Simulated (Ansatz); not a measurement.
Input and output of a self-consistent single point for CuAu (P4mm, 2 atoms in the cell) (Ansatz, a program for electronic structure).

Method: PBEsol, default PAW files made with PBE (plane waves; Ansatz).

The change in words: lattice scaled by 0.98; basis.ecutwfc: 420 eV → 190 eV. Reference geometry:
```
CELL_PARAMETERS angstrom
      2.81400     0.00000     0.00000
      0.00000     2.81400     0.00000
      0.00000     0.00000     3.68835
ATOMIC_POSITIONS crystal
  Cu 0.00000 0.00000 0.01356
  Au 0.50000 0.50000 0.50000
```

Reference input (self-consistent single point, DFT, PBEsol, plane waves, default PAW files made with PBE): basis.ecutwfc = 420 eV; kpoints.mp_grid.grid = 12 12 9; hamiltonian.xc = pbesol; hamiltonian.pseudopotentials = {kind: paw} (the program's default PAW files); scf.occupations.method = fermi_dirac; scf.occupations.width = 0.1 eV. This run's input differs from it in these lines:

Ansatz 0.2 input:
```diff
@@ -3,5 +3,5 @@
   lattice:
-    - [2.81400000, 0.00000000, 0.00000000]
-    - [0.00000000, 2.81400000, 0.00000000]
-    - [0.00000000, 0.00000000, 3.68835000]
+    - [2.75772000, 0.00000000, 0.00000000]
+    - [0.00000000, 2.75772000, 0.00000000]
+    - [0.00000000, 0.00000000, 3.61458300]
   atoms:
@@ -10,3 +10,3 @@
 basis:
-  ecutwfc: 420.0 eV
+  ecutwfc: 190.0 eV
 kpoints:
```

Output (repeated stretches shortened):

```
SCF iter   1: F=—  HF=-19567.069636 eV  |F-HF|=—  |Δ(HF+E_count)|=         —  Δρ=2.47e-1  dr2=7.79e0  ethr=1.77e-3  ⟨swp⟩=4.2  Hψ=11294  notcnv=0
all-band conjugate gradients solve this SCF's bands
preconditioner: auto → Kerker (q_TF=auto, 2.880 Å⁻¹)
SCF iter   2: F=—  HF=-19562.059437 eV  |F-HF|=—  |Δ(HF+E_count)|=    5.01e0  Δρ=8.30e-2  dr2=9.02e-1  ethr=1.77e-3  ⟨swp⟩=2.0  Hψ=7555  notcnv=0  defer=5
   [... lines left out ...]
SCF iter   6: F=—  HF=-19561.091758 eV  |F-HF|=—  |Δ(HF+E_count)|=   1.69e-4  Δρ=3.15e-4  dr2=2.87e-5  ethr=2.06e-6  ⟨swp⟩=2.3  Hψ=4100  notcnv=0  defer=5
SCF iter   7: F=—  HF=-19561.091635 eV  |F-HF|=—  |Δ(HF+E_count)|=   1.22e-4  Δρ=9.20e-5  dr2=2.79e-6  ethr=7.55e-8  ⟨swp⟩=2.3  Hψ=4537  notcnv=0  defer=5
SCF iter   8: F=—  HF=-19561.091635 eV  |F-HF|=—  |Δ(HF+E_count)|=   7.08e-7  Δρ=2.47e-5  dr2=2.06e-7  ethr=7.33e-9  ⟨swp⟩=1.9  Hψ=3970  notcnv=0  defer=5
SCF iter   9: F=-19561.091635 eV  HF=-19561.091635 eV  |F-HF|=2.38e-9  |Δ(HF+E_count)|=   4.45e-8  Δρ=4.21e-6  dr2=5.14e-9  ethr=2.63e-10  ⟨swp⟩=3.7  Hψ=9530  notcnv=0
SCF 1 converged in 9 iterations: F = -19561.091635 eV  dr2 = 5.14e-9
Free energy (F): -19561.091635 eV
Internal energy: -19561.075421 eV  (E = F + TS)
E sigma→0 (E₀):  -19561.083528 eV
Entropy (-TS):   -0.016214 eV (-8.107 meV/atom)
Fermi energy:    19.603519 eV
--- Forces (eV/Å), atoms counted from 1 ---
  atom   1  Cu    -0.00000000     0.00000000    -0.19815465
  atom   2  Au     0.00000000     0.00000000     0.19814026
--- Stress (GPa, compression-positive) ---
      -29.699416       0.000000       0.000000
        0.000000     -29.699416       0.000000
        0.000000       0.000000     -36.311471
  P = ⅓ Tr σ = -31.9034 GPa (-319.034 kbar)
  The stress holds the Pulay correction. Without it, at fixed plane waves, as pw.x and ABINIT print it: P = -901.0768 GPa
```

The run converged in 9 iterations. Against the reference run the free energy goes up by 17.4 eV/atom, the pressure goes from -4.00 to -31.90 GPa and the largest force goes from 0.313 to 0.198 eV/Å.

The starting cell has typed, rounded lattice constants, without a prior relaxation at this level. Its lattice was rescaled by up to half a per cent. One atom was moved a little off its site on purpose. For this run, on top of that: lattice scaled by 0.98. Spin polarisation is off. Ansatz's pressure includes its estimate of the finite-basis (Pulay) stress. Without the estimate this run gives -901.08 GPa. The cutoff lies below the one recommended for these files.
